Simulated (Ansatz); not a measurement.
# Pressure series in TaN

Take TaN in the rock salt structure (space group Fm-3m, No. 225) as the base.

```
CELL_PARAMETERS angstrom
      0.00000     2.20852     2.20852
      2.20852     0.00000     2.20852
      2.20852     2.20852     0.00000
ATOMIC_POSITIONS crystal
  N  0.00000 0.00000 0.00000
  Ta 0.50000 0.50000 0.50000
```

Cell and atoms are relaxed at each pressure.

Levels (all Ansatz, a program for electronic structure, PAW): PBE (420 eV, no spin-orbit coupling); r2SCAN (500 eV, scalar-relativistic without spin-orbit coupling).

The base cell above is that of PBE; each level relaxes its own structures.

```json
[
 {"case": "pressure −2 GPa", "shortest interatomic distance, PBE": "221.3 pm", "shortest interatomic distance, r2SCAN": "220.2 pm"},
 {"case": "pressure −1 GPa", "shortest interatomic distance, PBE": "221.1 pm", "shortest interatomic distance, r2SCAN": "220.0 pm"},
 {"case": "pressure 0.3 GPa", "shortest interatomic distance, PBE": "220.8 pm", "shortest interatomic distance, r2SCAN": "?"},
 {"case": "pressure 0.7 GPa", "shortest interatomic distance, PBE": "220.7 pm", "shortest interatomic distance, r2SCAN": "219.7 pm"},
 {"case": "pressure 1.5 GPa", "shortest interatomic distance, PBE": "220.5 pm", "shortest interatomic distance, r2SCAN": "219.5 pm"},
 {"case": "pressure 3 GPa", "shortest interatomic distance, PBE": "220.2 pm", "shortest interatomic distance, r2SCAN": "?"},
 {"case": "pressure 5 GPa", "shortest interatomic distance, PBE": "219.8 pm", "shortest interatomic distance, r2SCAN": "?"},
 {"case": "pressure 7.5 GPa", "shortest interatomic distance, PBE": "219.3 pm", "shortest interatomic distance, r2SCAN": "218.3 pm"},
 {"case": "pressure 10 GPa", "shortest interatomic distance, PBE": "218.8 pm", "shortest interatomic distance, r2SCAN": "?"}
]
```

### Question
Some entries are withheld; estimate them.

### Answer

- pressure 0.3 GPa, shortest interatomic distance, r2SCAN: 219.8 pm
- pressure 3 GPa, shortest interatomic distance, r2SCAN: 219.2 pm
- pressure 5 GPa, shortest interatomic distance, r2SCAN: 218.8 pm
- pressure 10 GPa, shortest interatomic distance, r2SCAN: 217.9 pm

PBE lies above r2SCAN in every row, by 0.9 pm to 1.1 pm. They put the cases in the same order.

Load acts through the strain it causes; cell and atoms are relaxed under it. Whether these cells are dynamically stable was not tested. No other phases were tried under pressure. The final runs are not spin-polarised. This is not the structure that TaN has at room temperature and ambient pressure.
